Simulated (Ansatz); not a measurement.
Habitual settings against a tight run: ZrSc (P-6m2, 2 atoms in the cell)

Self-consistent single point.

```yaml
crystal:
  lattice:
    - [3.29861, 0.00000, 0.00000]
    - [-1.64930, 2.85668, 0.00000]
    - [0.00000, 0.00000, 5.17975]
  atoms:
    - { symbol: Zr, position: [0.66667, 0.33333, 0.00000] }
    - { symbol: Sc, position: [0.00000, 0.00000, 0.50000] }
```

Method of the run: LDA (PW92), default PAW files made with PBE (plane waves; Ansatz, an electronic-structure program).

Base settings: basis.ecutwfc = 30.9 Ry; kpoints.mp_grid.grid = 9 9 5; hamiltonian.xc = lda; hamiltonian.pseudopotentials = {kind: paw} (the program's default PAW files); scf.occupations.method = methfessel_paxton; scf.occupations.width = 0.0073 Ry.

Tight run (finer mesh or higher cutoff; not a proven limit): basis.ecutwfc: 30.9 Ry → 43.4 Ry; kpoints.mp_grid.grid: 9 9 5 → 13 13 7; scf.convergence.dr2_threshold: default (1e-07 eV) → 1e-09 eV. It gave Fermi level (on the code's own zero) 10.94 eV; pressure -7.28 GPa.

Quick runs, as changes from the base:
- A: the base itself
- B: basis.ecutwfc: 30.9 Ry → 15.4 Ry; kpoints.mp_grid.grid: 9 9 5 → 2 2 2; scf.convergence.dr2_threshold: default (1e-07 eV) → 0.001 eV
- C: basis.ecutwfc: 30.9 Ry → 18.4 Ry; kpoints.mp_grid.grid: 9 9 5 → 3 3 3
- D: basis.ecutwfc: 30.9 Ry → 15.4 Ry; kpoints.mp_grid.grid: 9 9 5 → 4 4 4; scf.occupations.width: 0.0073 Ry → 0.0367 Ry; scf.convergence.dr2_threshold: default (1e-07 eV) → 0.0001 eV
- E: basis.ecutwfc: 30.9 Ry → 21.7 Ry; kpoints.mp_grid.grid: 9 9 5 → 8 8 8; hamiltonian.xc: lda → pbesol [PBEsol]

Energies are extrapolated to zero smearing width, which holds to low order in the width alone.

Dashes: energy of E, another energy zero.

† marks runs with another functional, U, potentials or spin treatment: their distance from the tight run is not a convergence error alone.

The count of work is k-points × plane waves × bands × iterations; it is no time. 

Pressures in the table are Ansatz's without its Pulay estimate, at a fixed set of plane waves; the tight run's value above holds the estimate.

The starting cell comes from a database of computed structures (which also holds hypothetical and non-ambient phases and stackings), without a prior relaxation at this level. Its lattice was rescaled by a random factor within 2.5 % of one. In the base run, with a pressure of about -7 GPa the cell is away from its equilibrium volume at this level.

```tsv
run	energy less tight (meV/atom)	pressure less tight (GPa)	count of work / tight
A	1.3	0.00	0.22
B	893.6	-54.79	0.0058
C	266.7	-13.62	0.017
D	1390.4	-46.07	0.015
E†	–	0.81	0.19
```

Among the runs at the tight run's level, the energy misses run from 1.3 to 1390.4 meV/atom.

Left out of this page: 1 run of the series unsound by tests on forces, stress, charge or solver warnings.

Keys are those of Ansatz 0.2.
